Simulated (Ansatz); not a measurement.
System: antifluorite Be₂C. Method: B3LYP (VWN-RPA form) (plane waves, PAW; Ansatz, a quantum-chemistry and plane-wave program).

Settings: plane-wave cutoff 520 eV, 10×10×10 k mesh, scalar-relativistic PAW data made under PBE.

Cell (relaxed at this level):

```cif
data_C4Be8
_chemical_formula_sum 'Be8 C4'
_space_group_name_H-M_alt 'Fm-3m'
_space_group_IT_number 225
_space_group_name_Hall '-F 4 2 3'
_cell_length_a 4.31801
_cell_length_b 4.31801
_cell_length_c 4.31801
_cell_angle_alpha 90.000
_cell_angle_beta 90.000
_cell_angle_gamma 90.000
loop_
_atom_site_label
_atom_site_type_symbol
_atom_site_symmetry_multiplicity
_atom_site_Wyckoff_symbol
_atom_site_fract_x
_atom_site_fract_y
_atom_site_fract_z
_atom_site_occupancy
Be1 Be 8 c 0.25000 0.25000 0.25000 1
C1 C 4 a 0.00000 0.00000 0.00000 1
```
(The calculation used a cell of 3 atoms; values per cell refer to that cell.)

### Question
Estimate the elastic constant C44, elastic constant C12, polycrystal shear modulus (Hill average) and elastic constant C11 that the calculation returns.

### Answer

- elastic constant C44 = 204 GPa
- elastic constant C12 = 8.31 GPa
- polycrystal shear modulus (Hill average) = 238 GPa
- elastic constant C11 = 607 GPa

Elastic constants are with the ions relaxed.

The result took very roughly 26 core-minutes.
